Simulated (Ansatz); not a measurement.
System: ScOF (model structure, P2₁, No. 4, 12 atoms in the cell). Method: r²SCAN (PAW; Ansatz, a program for electronic structure).

Run with plane-wave cutoff 560 eV, 8×8×8 k mesh, Fermi–Dirac smearing 0.01 eV, scalar-relativistic PAW data made under PBE.

Cell (relaxed with PBEsol):

Space group P2₁ (No. 4); a = 5.019 Å, b = 5.054 Å, c = 5.200 Å, α = γ = 90.00°, β = 93.46°

```csv
atom,site,symmetry,x,y,z
Sc,2a,1,0.2581,0.2235,0.0172
Sc,2a,1,0.2808,0.7472,0.4477
F,2a,1,0.0634,0.3788,0.3718
O,2a,1,0.0721,0.8907,0.1416
F,2a,1,0.4401,0.4926,0.7416
O,2a,1,0.5304,0.4933,0.2499
```

Problem. What does this level give for the band gap, smallest direct gap on the k points sampled and Γ–Γ gap?

Solution. 
- band gap: 4.96 eV (indirect)
- smallest direct gap on the k points sampled: 5.15 eV
- Γ–Γ gap: 5.36 eV

Note: the relaxation could raise the start's symmetry but not lower it, so the cell can be a saddle point; cell and atoms aren't relaxed at this level (largest force component 0.07 eV/Å, pressure 2.0 GPa).

Static lattice: no zero-point or thermal effects.

Cost on a shared machine: about 6 core-minutes (a rough figure).

A model structure was made by putting elements into a prototype or built by hand; it is no filed structure, need not be a known phase, and can be a saddle point held by its symmetry.
